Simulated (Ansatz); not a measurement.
Base system: NbN in the rock salt structure (space group Fm-3m, No. 225; a = 4.421 Å).

All numbers come from PBE (Ansatz, a program for electronic structure), no SOC, earlier PAW set.

One change was made to it. Results:

```json
[
 {"quantity": "shortest interatomic distance", "base": "4.177 bohr", "after": "3.899 bohr"},
 {"quantity": "density", "base": "8.22 g/cm³", "after": "10.11 g/cm³"}
]
```

Question: Which of these changes matches the shifts?
(A) pressure 7 GPa
(B) pressure 3 GPa
(C) pressure 50 GPa
(D) pressure 100 GPa
(E) pressure −1 GPa

Answer: D, pressure 100 GPa. For comparison, the shortest interatomic distance in the other runs: pressure 50 GPa gives 4.008 bohr; pressure 3 GPa gives 4.164 bohr; pressure −1 GPa gives 4.182 bohr; pressure 7 GPa gives 4.147 bohr.

Load acts through the strain it causes; cell and atoms are relaxed under it. Whether these cells are dynamically stable was not tested. No other phases were tried under pressure. All final runs are without spin polarisation.
